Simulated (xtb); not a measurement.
xtb 6.7.1, GFN2-xTB: Al(Me)2(NH3) ([CH3][Al+]([CH3])<-[NH3]), charge +1, multiplicity 1, 13 atoms. The geometry is a generated start, not checked to be a minimum at this level.

```json
{
  "run_flags": "--grad",
  "method": "GFN2-xTB",
  "--acc": "1 (default)",
  "--etemp (K)": "300 (default)",
  "basis_functions": "31",
  "valence_electrons": "24"
}
```

```xyz
13

Al     0.0019     0.4288     0.1194
C      1.4800     1.0733    -1.0002
H      2.4041     0.5053    -0.8341
H      1.7149     2.1248    -0.8026
H      1.2483     0.9997    -2.0720
C     -1.4575     0.5586     1.4263
H     -2.1313    -0.3083     1.3822
H     -2.0726     1.4508     1.2706
H     -1.0825     0.6242     2.4559
N     -0.0195    -1.5820    -0.4067
H     -0.6545    -1.7590    -1.1887
H     -0.3295    -2.1923     0.3543
H      0.8982    -1.9238    -0.7047
```

Charge 1 and multiplicity 1 are set for this test and not shown to be the ground state.

One run each on 1 thread. Values of broydamp tried: 0.02, 0.05, 0.1, 0.2, 0.4 (default), 0.6, 0.8, 1.

Task: Predict the course of the SCC iterations along this series.

Result: Fewest SCC iterations, within one of each other: 0.4 (default) with 13, 0.6 with 13, 0.8 with 14. The count rises to 21 at 0.02. All converge to one solution.

| broydamp | SCC iterations | end |
|---|---|---|
| 0.02 | 21 | same solution |
| 0.05 | 19 | same solution |
| 0.1 | 18 | same solution |
| 0.2 | 15 | same solution |
| 0.4 (default) | 13 | same solution |
| 0.6 | 13 | same solution |
| 0.8 | 14 | same solution |
| 1 | 15 | same solution |
